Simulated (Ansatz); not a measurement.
Start from GaAs in the zinc blende structure (space group F-43m, No. 216; a = 5.603 Å). Axes: x, y, z lie along the cube axes.

Structures relaxed with plane-wave PAW DFT at the LDA level (Ansatz, an electronic-structure program, 420 eV), no spin-orbit coupling.

Base:

Simulated powder pattern, Mo Kα, λ = 0.71073 Å (kinematic, ideal powder, no thermal factors, no anomalous dispersion; the 10 strongest lines at most, above 2 %, up to 2θ = 40°):

```
2θ (°)  I/Imax (%)    hkl
------  ----------  -----
12.61          100  (111)
20.67           82  (220)
24.29           52  (311)
29.39           14  (400)
32.10           22  (331)
36.21           28  (422)
38.49           15  (511)
```

After one change:

Simulated powder pattern, Mo Kα, λ = 0.71073 Å (kinematic, ideal powder, no thermal factors, no anomalous dispersion; the 10 strongest lines at most, above 2 %, up to 2θ = 40°):

| 2θ (°) | I/Imax (%) |
|---|---|
| 12.56 | 33 |
| 12.70 | 100 |
| 20.67 | 55 |
| 20.84 | 54 |
| 24.26 | 18 |
| 24.41 | 34 |
| 24.48 | 17 |
| 29.52 | 19 |
| 32.37 | 14 |
| 36.42 | 19 |

Q: Which change produced these results?
A. biaxial strain −2.50 %, plane normal [111], relaxed out of plane
B. biaxial strain +0.83 %, plane normal [111], relaxed out of plane
C. biaxial strain −0.42 %, plane normal [111], relaxed out of plane
D. biaxial strain −0.83 %, plane normal [111], relaxed out of plane

A: D, biaxial strain −0.83 %, plane normal [111], relaxed out of plane. Its volume per atom is 21.71 Å³ against 21.98 Å³, and its space group is R3m (No. 160).

Stability against distortions was not tested.
